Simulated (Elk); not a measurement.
Band structure of CdAu (Pm-3m, 2 atoms in the cell).

```xyz
2
Lattice="3.3381 0.0000 0.0000 0.0000 3.3381 0.0000 0.0000 0.0000 3.3381" Properties=species:S:1:pos:R:3 pbc="T T T"
Cd     0.0000     0.0000     0.0000
Au     1.6691     1.6691     1.6691
```

Level of theory: PBEsol, all-electron FP-LAPW, Elk's shipped species files, APW+lo basis with extra local orbitals (Elk).

Settings: xctype = 22; rgkmax = 8; stype = 0; swidth = 0.00999582 Ha; ngridk = 7 7 7; gmaxvr = 14 1/bohr; nxlo = 2; lorbcnd = true; rmtscf = 0.95; lmaxi = 2; maxscl = 100.

The starting cell comes from a database of computed structures (which also holds hypothetical and non-ambient phases and stackings), without a prior relaxation at this level. Its lattice was rescaled by a random factor within 2.5 % of one. Spin-orbit coupling is off. Values depend on the basis (sphere radii, cutoffs, local orbitals), which need not be converged.

Levels in eV from the Fermi level, bands 21 to 28:
| point | 21 | 22 | 23 | 24 | 25 | 26 | 27 | 28 |
|---|---|---|---|---|---|---|---|---|
| Γ | -4.97 | -3.68 | -3.68 | -3.68 | 4.67 | 4.67 | 4.67 | 7.99 |
| X | -4.90 | -4.64 | -4.64 | -3.90 | -2.69 | 10.43 | 10.43 | 10.59 |
| M | -3.86 | -3.86 | -3.29 | -1.73 | -1.73 | 0.34 | 2.30 | 10.82 |
| R | -5.77 | -3.25 | -3.25 | 1.79 | 2.11 | 3.84 | 3.84 | 3.84 |

Bands cross the Fermi level along this path, so the cell is metallic at this level.
